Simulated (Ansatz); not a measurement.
Base system: BiB in the zinc blende structure (space group F-43m, No. 216; a = 5.456 Å; a hypothetical phase, not in the database extracts checked).

One thing is altered: cell and atoms relaxed at a pressure of 7 GPa.

Levels (all Ansatz, an electronic-structure program, PAW): PBEsol (420 eV, without spin-orbit coupling); r2SCAN (500 eV, no SOC).

The geometry is relaxed with PBEsol.

PBEsol lowest conduction level above the VBM at special points: L 0.74 eV; X 0.76 eV; Γ 0.98 eV; K 1.25 eV
PBEsol pressure: 6.98 GPa
PBEsol hole mass: 0.070, 0.21, 0.21 mₑ (at Γ)

Question: What does r2SCAN give at this geometry for the lowest conduction level above the VBM at special points, pressure and hole mass?

Answer: The lowest conduction level above the VBM at special points becomes L 0.90 eV; X 0.96 eV; Γ 1.10 eV; K 1.49 eV (PBEsol: L 0.74 eV; X 0.76 eV; Γ 0.98 eV; K 1.25 eV); the pressure goes up by 2.042 GPa, from 6.98 GPa to 9.03 GPa; the hole mass (degenerate bands, along [100]) becomes 0.067, 0.20, 0.20 mₑ (at Γ) (PBEsol: 0.070, 0.21, 0.21 mₑ (at Γ)).

Single points use the geometry relaxed with PBEsol. Their cutoffs differ, which shifts pressures a little. Spin-orbit coupling, missing from the scalar runs, can matter with Bi. The levels and masses belong to the bands next to the band gap. Load acts through the strain it causes; cell and atoms are relaxed under it. Effective masses come from finite differences of ±0.01 Å⁻¹. Whether these cells are dynamically stable was not tested. No other phases were tried under pressure.
